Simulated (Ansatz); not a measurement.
```
CELL_PARAMETERS angstrom
      3.90004     0.00000     0.00000
      0.00000     2.76258     2.76363
      0.00000    -2.76258     2.76363
ATOMIC_POSITIONS crystal
  Ba 0.00000 0.99874 0.99874
  Ti 0.50000 0.50447 0.50447
  O  0.50000 0.99104 0.49292
  O  0.50000 0.49292 0.99104
  O  0.00000 0.49272 0.49272
```

The cell is a database entry relaxed within its symmetry; it need not be the phase found at ambient conditions. The polar cell is relaxed at 5 GPa. The structure is held there; whether it is the stable one at that pressure was not tested. Ba is the large-site (A) cation and Ti the one bonded closest to the anions (B).

### Question
Give the diagonal Born effective charges atom by atom and the electronic dielectric tensor from linear response, DFT at the LDA level (Ansatz, a first-principles code).

### Answer
| atom | Z*xx | Z*yy | Z*zz |
|---|---|---|---|
| Ba1 | 2.80 | 2.81 | 2.80 |
| Ti2 | 7.23 | 7.12 | 6.95 |
| O3 | -2.17 | -3.89 | -3.80 |
| O4 | -2.17 | -3.89 | -3.80 |
| O5 | -5.69 | -2.15 | -2.15 |

ε∞ diagonal: 6.63, 6.56, 6.47. Away from Γ the polar cell without biaxial strain shows no imaginary mode on a 2×2×2 mesh. At Γ this cell has an unstable mode of 46i cm⁻¹, so it is a symmetry-held saddle and not a minimum.
